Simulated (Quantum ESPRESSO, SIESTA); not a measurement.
**Pressure against volume in AlB2-type TiB2 (space group 191) (SIESTA, LDA)**

```
CELL_PARAMETERS angstrom
      2.91215     0.00000     0.00000
     -1.45608     2.52200     0.00000
      0.00000     0.00000     3.10438
ATOMIC_POSITIONS crystal
  Ti 0.00000 0.00000 0.00000
  B  0.66667 0.33333 0.50000
  B  0.33333 0.66667 0.50000
```

Method: LDA PW92, numerical atomic orbitals TZP, PseudoDojo LDA standard norm-conserving potentials (rewritten from UPF to PSML) run with SIESTA 5.4.2. Settings: XC.functional = LDA; XC.authors = PW92; potentials = PseudoDojo LDA standard; PAO.BasisSize = TZP; PAO.EnergyShift = 0.005 Ry; MeshCutoff = 390 Ry; kgrid.MonkhorstPack = 20 20 15; OccupationFunction = FD; ElectronicTemperature = 580.23 K; MaxSCFIterations = 150; SCF.Mixer.Method = Pulay; SCF.Mixer.Weight = 0.25; SCF.Mixer.History = 8; SCF.DM.Tolerance = 1.0E-04. The cell above is the first row's. The rows scale it uniformly. In all rows fractional positions and the k mesh are held.

| V (Å^3/atom) | P (GPa) |
|---|---|
| 7.6000 | ? |
| 7.7652 | 16.48 |
| 7.9304 | 9.68 |
| 8.0956 | 3.34 |
| 8.2608 | -2.57 |
| 8.4261 | -7.71 |
| 8.5913 | -12.37 |
| 8.7565 | -16.80 |
| 8.9217 | -20.55 |

Question: Using a cubic, estimate the missing P at V = 7.6000 from the other rows, showing the fit.

Answer: With u = V - 8.3, the rows have u = -0.5348, -0.3696, -0.2044, -0.0392, 0.1261, 0.2913, 0.4565, 0.6217. Least squares gives P = -3.754 - 32.596·u + 9.457·u² - 0.810·u³. Residuals (row less fit): -0.027, 0.054, 0.029, -0.108, 0.006, 0.097, -0.060, 0.008; standard error 0.085 (degrees of freedom: 4). The fitted pressure is zero at V0 = 8.188, where dP/dV = -34.74, so B0 = -V0·dP/dV = 284 GPa. At the withheld row, u = -0.7000, so P = -3.754 - 32.596 × (-0.7000) + 9.457 × (-0.7000)² - 0.810 × (-0.7000)³ = 23.975 GPa. The calculation gives 24.26 GPa, 0.285 GPa above the prediction (0.6 % of the range of P in the table). The row lies outside the fitted rows, so this is an extrapolation. From the scatter of the fitted rows alone, a prediction at this place has a standard error of 0.227 GPa, so the miss is 1.3 times that.

Carrying the step between the two nearest rows on in a straight line would have given 23.28, off by 0.98; series whose last step already gives the withheld value aren't shown. The scan was laid around a cell of about the measured size, scaled by a guess for this functional; axis ratios and inner coordinates come from that cell. The runs keep the symmetry of the cell, so they don't test it for distortions. A plane-wave scan with the same functional (Quantum ESPRESSO, GBRV) gives V0 = 8.21 Å^3/atom and B0 = 280 GPa; a Birch-Murnaghan fit to all rows here lies -0.2 % from it in V0 and 1 % in B0; the two differ in basis, and may differ in potentials and mesh. Spin polarisation is off. Values carry the incompleteness of an atom-centred basis. The shape of the cell and the inner coordinates aren't relaxed, so V0 and B0 belong to this uniform scaling; a relaxed crystal lies no higher in energy and is usually softer. Cutoffs and mesh are single choices, not tested for convergence of this quantity. Series with a scatter that would blur these digits, or in which a gap closes, are not shown.
